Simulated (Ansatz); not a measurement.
rock-salt TaC (1 1 1) on wurtzite AlN (0 0 1) (film strained to the substrate, started from cuts of the bulks and a machine-learned relaxation; slabs Al6N6 and C4Ta4, which can lie off the formulas)

A periodic stack without vacuum, rock-salt TaC (1 1 1) on wurtzite AlN (0 0 1) (film strained to the substrate, started from cuts of the bulks and a machine-learned relaxation; slabs Al6N6 and C4Ta4, which can lie off the formulas): substrate slab Al6N6, film C4Ta4, surface cells [[0, 1], [-1, 0]] and [[1, 0], [0, 1]], film strained by -1.1 and -1.1 %, outermost planes Al/N and C/Ta as cut, which need not be the usual terminations and can put a slab off its formula.

The start was prepared with a machine-learned potential, and the result is one local minimum, with the in-plane cell held and forces under 0.04 eV/Å; the film can end far from its bulk form.

All values below come from PBE (plane waves to 420 eV, PAW; Ansatz, an electronic-structure program). No spin–orbit coupling; the runs are not spin-polarised; PBE gaps are too small against experiment. Its k-point mesh 11×11×1, Fermi–Dirac width 0.05 eV.

| Item | Value |
|---|---|
| interface area | 8.5 Å² |
| period | 27.58 Å |
| heights between the nearest atoms of the two slabs at the two interfaces | 1.18 and 2.16 Å |
| Al–Ta contacts across the interfaces within 1.22 times the sum of covalent radii | 3, mean 2.82 Å |
| C–N contacts across the interfaces within 1.22 times the sum of covalent radii | 1, mean 1.18 Å |

```yaml
crystal:
  lattice:
    - [3.12481, 0.00076, 0.18613]
    - [1.56230, 2.71128, 0.08190]
    - [-0.09672, -0.78861, 27.62477]
  atoms:
    - { symbol: Al, position: [0.55605, 0.24707, 0.04122] }
    - { symbol: Al, position: [0.82976, 0.61094, 0.13289] }
    - { symbol: N, position: [0.51098, 0.27025, 0.11079] }
    - { symbol: N, position: [0.78461, 0.63388, 0.20180] }
    - { symbol: Al, position: [0.43656, 0.30799, 0.22413] }
    - { symbol: Al, position: [0.70994, 0.67169, 0.31538] }
    - { symbol: N, position: [0.39132, 0.33093, 0.29303] }
    - { symbol: N, position: [0.66457, 0.69463, 0.38427] }
    - { symbol: Al, position: [0.31644, 0.36875, 0.40664] }
    - { symbol: Al, position: [0.58963, 0.73232, 0.49744] }
    - { symbol: N, position: [0.27072, 0.39170, 0.47557] }
    - { symbol: N, position: [0.54298, 0.75461, 0.56456] }
    - { symbol: C, position: [0.51252, 0.76901, 0.60735] }
    - { symbol: C, position: [0.09525, 0.47589, 0.72740] }
    - { symbol: C, position: [0.36520, 0.84134, 0.82385] }
    - { symbol: C, position: [0.63656, 0.20606, 0.91809] }
    - { symbol: Ta, position: [0.45705, 0.79495, 0.68457] }
    - { symbol: Ta, position: [0.73064, 0.15830, 0.77466] }
    - { symbol: Ta, position: [0.00044, 0.52395, 0.87172] }
    - { symbol: Ta, position: [0.27374, 0.88766, 0.96294] }
```
